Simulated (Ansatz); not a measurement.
A zone-centre phonon calculation of NbP (I4_1md, 4 atoms in the cell) with Ansatz (a first-principles code).

Method: LDA (PW92), default PAW files made with PBE (plane waves; Ansatz).

```
NbP
1.0
   -1.68330     1.68330     5.76881
    1.68330    -1.68330     5.76881
    1.68330     1.68330    -5.76881
Nb P
2 2
Direct
  0.74988   0.74988   0.00000
  0.49988   0.99988   0.50000
  0.33275   0.33275   0.00000
  0.08275   0.58275   0.50000
```

Reference input (self-consistent single point, DFT, LDA (PW92), plane waves, default PAW files made with PBE): basis.ecutwfc = 420 eV; kpoints.mp_grid.grid = 10 10 10; hamiltonian.xc = lda; hamiltonian.pseudopotentials = {kind: paw} (the program's default PAW files); scf.occupations.method = gaussian; scf.occupations.width = 0.2 eV. This run's input differs from it in these lines:

```diff
@@ -19,6 +19,5 @@
   occupations: { method: gaussian, width: 0.2 }
-output:
-  forces: true
-  eigenvalues: true
-  stress: true
+  convergence: { dr2_threshold: 1.0e-05 eV }
+phonons:
+  method: dfpt
```

Output, abridged:

```
SCF iter   1: F=—  HF=-10341.433284 eV  |F-HF|=—  |Δ(HF+E_count)|=         —  Δρ=9.61e-3  dr2=2.99e-2  ethr=1.77e-3  ⟨swp⟩=5.1  Hψ=17670  notcnv=0
all-band conjugate gradients solve this SCF's bands
preconditioner: auto → Kerker (q_TF=auto, 2.470 Å⁻¹)
SCF iter   2: F=—  HF=-10341.428553 eV  |F-HF|=—  |Δ(HF+E_count)|=   4.73e-3  Δρ=5.29e-3  dr2=8.72e-3  ethr=8.31e-5  ⟨swp⟩=1.0  Hψ=5130  notcnv=0
SCF iter   3: F=—  HF=-10341.426871 eV  |F-HF|=—  |Δ(HF+E_count)|=   1.68e-3  Δρ=6.83e-4  dr2=3.15e-4  ethr=2.42e-5  ⟨swp⟩=2.5  Hψ=5388  notcnv=0
SCF iter   4: F=—  HF=-10341.426789 eV  |F-HF|=—  |Δ(HF+E_count)|=   8.20e-5  Δρ=1.50e-4  dr2=1.58e-5  ethr=8.75e-7  ⟨swp⟩=2.5  Hψ=5560  notcnv=0
iter 5 did not close the SCF: its close was put off for the readings that it lacked (scf_convergence_deferred on its scf_iter line)
SCF iter   5: F=-10341.426785 eV  HF=-10341.426785 eV  |F-HF|=6.63e-8  |Δ(HF+E_count)|=   3.34e-6  Δρ=2.62e-5  dr2=4.39e-7  ethr=4.39e-8  ⟨swp⟩=2.4  Hψ=5504  notcnv=0
SCF iter   6: F=-10341.426785 eV  HF=-10341.426785 eV  |F-HF|=2.29e-9  |Δ(HF+E_count)|=   4.38e-9  Δρ=4.36e-6  dr2=1.18e-8  ethr=1.22e-9  ⟨swp⟩=6.9  Hψ=26374  notcnv=0
SCF 1 converged in 6 iterations: F = -10341.426785 eV  dr2 = 1.18e-8
DFPT response loops at Γ: preconditioner auto → Kerker (q_TF=auto, 2.470 Å⁻¹) (partly filled bands, converged f_vac=0.000) …
Free energy (F): -10341.426785 eV
Internal energy: -10341.410416 eV  (E = F + TS)
E sigma→0 (E₀):  -10341.418601 eV
Entropy (-TS):   -0.016369 eV (-4.092 meV/atom)
Fermi energy:    14.332795 eV
--- Phonons (Γ-DFPT): 6 representative perturbations + reference, on 171 of 1000 k-points (Σ response iterations 18) ---
  k mesh reduced under 4 symmetry operations, with k and −k counted as one. Each operation leaves every solved displacement unchanged or reverses it
  ASR residual: 2.543e-3 → 0.000e0 eV/Å²; symmetrization residual: 8.357e-6 eV/Å²
  ASR residual per site (eV/Å²): 2.54e-3 2.54e-3 3.11e-4 3.11e-4
  Γ frequencies (cm⁻¹): 0.00 0.00 0.00 175.81 175.81 231.90 300.59 300.59 329.47 329.47 349.12 365.62
  non-analytic LO–TO correction: not included (Born effective charges unavailable; polar crystals: no LO–TO splitting at Γ)
```

The run converged in 6 iterations.  The full log also holds: “iter 5 did not close the SCF: its close was put off for the readings that it lacked (scf_convergence_deferred on its scf_iter line)”.

Summary of the result:
Free energy E − TS (on the zero of these files): -10341.4268 eV
Fermi level (on the code's own zero): 14.33 eV
Zone-centre frequencies (cm⁻¹; negative means imaginary): 0, 0, 0, 176, 176, 232, 301, 301, 329, 329, 349, 366

The starting cell comes from a database of computed structures (which also holds hypothetical and non-ambient phases and stackings), without a prior relaxation at this level. Its lattice was rescaled by up to half a per cent. Spin polarisation is off.

Cost on one core of a shared machine: roughly 5 min.

Keys are those of Ansatz 0.2.
